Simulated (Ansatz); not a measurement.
# What N → Bi does to Zr2InN

Start from Zr2InN (space group P6_3/mmc, No. 194; a = 3.262 Å, c = 14.799 Å; a cell from a computed database, its experimental status unchecked).

It is then changed as follows: every N is replaced by Bi; the structure is relaxed again.

Calculations: Ansatz (a program for electronic structure), PBEsol, PAW, cutoff 420 eV, scalar-relativistic without spin-orbit coupling. k-mesh 14×14×3 (Γ-centred); smearing 0.05 eV (Fermi–Dirac), for the changed cell.

| quantity | base | changed | shift |
|---|---|---|---|
| volume per atom | 17.04 Å³ | 24.86 Å³ | +7.811 Å³ |
| lattice parameter a | 3.262 Å | 3.817 Å | +0.5556 Å |
| c/a ratio | 4.537 | 4.127 | -0.410 |
| shortest interatomic distance | 2.254 Å | 2.917 Å | +0.6636 Å |
| band gap | zero | zero | – |

Final structure:

```xyz
8
Lattice="3.8175 0.0000 0.0000 -1.9087 3.3060 0.0000 0.0000 0.0000 15.7556" Properties=species:S:1:pos:R:3 pbc="T T T"
Zr     1.9087     1.1020    13.8442
Zr     0.0000     2.2040     1.9114
Zr     0.0000     2.2040     5.9664
Zr     1.9087     1.1020     9.7892
In     1.9087     1.1020     3.9389
In     0.0000     2.2040    11.8167
Bi     0.0000     0.0000     0.0000
Bi     0.0000     0.0000     7.8778
```

Whether these cells are dynamically stable was not tested. As relaxed here, Zr2InBi is a hypothetical phase, not in the database extracts checked. The final runs are not spin-polarised. Zr2InBi has a high density of states at the Fermi level and may be magnetic at this level.
